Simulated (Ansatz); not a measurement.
**A computed series for Ta: response to strain**

The reference is Ta in the bcc (W type) structure (space group Im-3m, No. 229; a = 3.282 Å). Axes: x, y, z lie along the cube axes.

Strains are applied to the cell and any free atomic positions relax; under biaxial strain the out-of-plane vector relaxes too; under stress the whole cell relaxes.

The values are results of PBEsol (Ansatz, a first-principles code), spin-orbit coupling left out, not measurements.

Notes on the quantities. energy relative to the base: free energy F.

```json
[
 {"change": "base", "energy relative to the base": "0 meV/atom", "volume per atom": "17.68 Å³", "space group": "Im-3m (No. 229)"},
 {"change": "biaxial strain −4.13 %, plane normal [110], relaxed out of plane", "energy relative to the base": "+63 meV/atom", "volume per atom": "17.02 Å³", "space group": "Fmmm (No. 69)"},
 {"change": "isotropic strain +2.04 %", "energy relative to the base": "+41 meV/atom", "volume per atom": "18.78 Å³", "space group": "Im-3m (No. 229)"},
 {"change": "isotropic strain +2.91 %", "energy relative to the base": "[?]", "volume per atom": "19.26 Å³", "space group": "Im-3m (No. 229)"},
 {"change": "isotropic strain +3.24 %", "energy relative to the base": "+100 meV/atom", "volume per atom": "19.45 Å³", "space group": "Im-3m (No. 229)"},
 {"change": "uniaxial strain ε_yy = +4.80 %", "energy relative to the base": "+34 meV/atom", "volume per atom": "18.52 Å³", "space group": "I4/mmm (No. 139)"},
 {"change": "uniaxial stress, 1 GPa tension along z", "energy relative to the base": "+0.3 meV/atom", "volume per atom": "17.70 Å³", "space group": "I4/mmm (No. 139)"},
 {"change": "uniaxial stress, 1 GPa tension along x", "energy relative to the base": "+0.3 meV/atom", "volume per atom": "17.70 Å³", "space group": "I4/mmm (No. 139)"},
 {"change": "tensor shear ε_yz = −2.94 %", "energy relative to the base": "+15 meV/atom", "volume per atom": "17.66 Å³", "space group": "Fmmm (No. 69)"},
 {"change": "uniaxial stress, 3 GPa tension along x", "energy relative to the base": "[?]", "volume per atom": "17.76 Å³", "space group": "I4/mmm (No. 139)"}
]
```

### Question
Some entries are withheld; estimate them.

### Answer

- isotropic strain +2.91 %, energy relative to the base: +81 meV/atom
- uniaxial stress, 3 GPa tension along x, energy relative to the base: +3.0 meV/atom

Without a gap, meshes like the base's 20×20×20 leave anisotropic stresses uncertain by several tenths of a GPa, and small strain energies with them. Stability under load was not tested beyond the relaxation. All final runs are without spin polarisation.
